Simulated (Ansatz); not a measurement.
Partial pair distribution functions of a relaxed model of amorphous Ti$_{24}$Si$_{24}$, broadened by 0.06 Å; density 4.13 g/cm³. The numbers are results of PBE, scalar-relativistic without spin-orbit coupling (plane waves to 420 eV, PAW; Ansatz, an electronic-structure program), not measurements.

The cell was made by melting and quenching with the CHGNet potential and then relaxed with DFT. The hot cell started wider than the set density and was brought back towards it in steps. It is the lowest in DFT energy of 2 quenches. It is a model cell: composition and starting density were chosen by hand, and all elements were melted together. No dispersion term was used. Its density started from a set value of 3.90 and ended at 4.13 g/cm³. The simulated quench (nominally 200 K/ps over its main leg) is rapid and tends to freeze in more defects than a deposited or slowly cooled glass has. One small periodic cell is one sample of the glass; other quenches scatter about these values. Volume and shape were free in the relaxation. On a 2×2×2 Γ-centred mesh force components of up to 0.22 eV/Å stay, since the relaxation ran on one k-point at (1/4, 1/4, 1/4).

```
r (Å)  g Ti-Ti  g Ti-Si  g Si-Si
-----  -------  -------  -------
2.15      0.00     0.00     0.00
2.25      0.00     0.00     0.14
2.35      0.00     0.18     1.33
2.45      0.02     1.71     2.88
2.55      0.19     5.52     2.68
2.65      0.51     6.51     1.72
2.75      1.14     4.11     1.25
2.85      2.32     2.21     0.56
2.95      3.28     1.30     0.28
3.05      2.67     0.94     0.41
3.15      2.15     0.44     0.21
3.25      1.36     0.21     0.26
3.35      1.08     0.07     0.63
3.45      1.04     0.04     0.71
3.55      1.03     0.22     0.68
3.65      0.80     0.37     1.15
3.75      0.73     0.25     1.36
3.85      0.74     0.18     1.04
3.95      0.29     0.24     0.88
4.05      0.38     0.42     1.22
4.15      0.37     0.60     1.38
4.25      0.11     0.83     1.42
4.35      0.28     1.12     1.67
```

Within 3.96 Å each Ti has 8.00 Ti neighbours on average.
